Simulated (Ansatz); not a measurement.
For GaP (model structure, from the CsCl type, Pm-3m, No. 221), LDA (Ansatz, a program for electronic structure, PAW) gives:

* **lattice constant a**: 3.140 Å
* **cohesive energy**: 3.65 eV/atom

Question: What does PBE (Ansatz, PAW) give for the same quantities?

Answer: 
- lattice constant a: 3.216 Å (rises by 2.4 %)
- cohesive energy: 2.73 eV/atom (shrinks by 0.92 eV/atom)

Changes are worked out from the printed values.

Unless a cell is named, each level is at its own relaxed cell (LDA 15.48, PBE 16.64 Å³/atom).

Ansatz's density-functional and Hartree–Fock values are scalar-relativistic unless marked +SOC, with PAW data made under PBE.

A model structure was made by putting elements into a prototype or built by hand; it is no filed structure, need not be a known phase, and can be a saddle point held by its symmetry.
